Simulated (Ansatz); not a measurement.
The starting structures come from a database of crystals and need not be the phases stable at ambient conditions.

Data:

```xyz
12
Lattice="3.3336 0.0000 0.0000 0.0000 5.5564 0.0000 0.0000 0.0000 6.5050" Properties=species:S:1:pos:R:3 pbc="T T T"
Hf     2.5002     4.1746     0.7017
Hf     0.8334     1.3818     5.8033
Hf     0.8334     4.1600     3.9542
Hf     2.5002     1.3964     2.5508
O      0.8334     5.4409     2.2211
O      2.5002     0.1155     4.2839
O      2.5002     2.8937     5.4736
O      0.8334     2.6627     1.0314
O      0.8334     4.7813     6.0067
O      2.5002     0.7751     0.4983
O      2.5002     3.5533     2.7542
O      0.8334     2.0031     3.7508
```

Space group of this cell: Pnma. The cell is taken as given; by r2SCAN its mean pressure is -3.4 GPa.

The current runs along the normal of the first two printed vectors. All runs by Ansatz (a program for electronic structure), plane waves and PAW, without spin-orbit coupling; the base is r2SCAN.

```json
[
 {"run": "base", "mean pressure (GPa)": "-3.4", "gap (eV)": "3.97", "mid-gap κ (1/Å)": "0.412"},
 {"run": "all lengths scaled by 0.98", "mean pressure (GPa)": "15.9", "gap (eV)": "4.12", "mid-gap κ (1/Å)": "0.431"},
 {"run": "all lengths scaled by 1.02", "mean pressure (GPa)": "-18.1", "gap (eV)": "?", "mid-gap κ (1/Å)": "?"},
 {"run": "lda in place of r2scan", "mean pressure (GPa)": "-13.2", "gap (eV)": "?", "mid-gap κ (1/Å)": "?"},
 {"run": "lengths across the current scaled by 0.98, ions clamped", "mean pressure (GPa)": "8.9", "gap (eV)": "4.05", "mid-gap κ (1/Å)": "0.419"},
 {"run": "lengths across the current scaled by 1.02, ions clamped", "mean pressure (GPa)": "-13.4", "gap (eV)": "?", "mid-gap κ (1/Å)": "?"},
 {"run": "lengths along the current scaled by 0.97, ions clamped", "mean pressure (GPa)": "6.2", "gap (eV)": "4.07", "mid-gap κ (1/Å)": "0.431"},
 {"run": "lengths along the current scaled by 1.03, ions clamped", "mean pressure (GPa)": "-11.2", "gap (eV)": "3.88", "mid-gap κ (1/Å)": "0.394"},
 {"run": "pbesol in place of r2scan", "mean pressure (GPa)": "-5.8", "gap (eV)": "3.35", "mid-gap κ (1/Å)": "0.373"}
]
```

### Question
What belongs in the gaps?

### Answer

- all lengths scaled by 1.02, gap (eV): 3.83
- all lengths scaled by 1.02, mid-gap κ (1/Å): 0.393
- lda in place of r2scan, gap (eV): 3.31
- lda in place of r2scan, mid-gap κ (1/Å): 0.375
- lengths across the current scaled by 1.02, ions clamped, gap (eV): 3.89
- lengths across the current scaled by 1.02, ions clamped, mid-gap κ (1/Å): 0.404
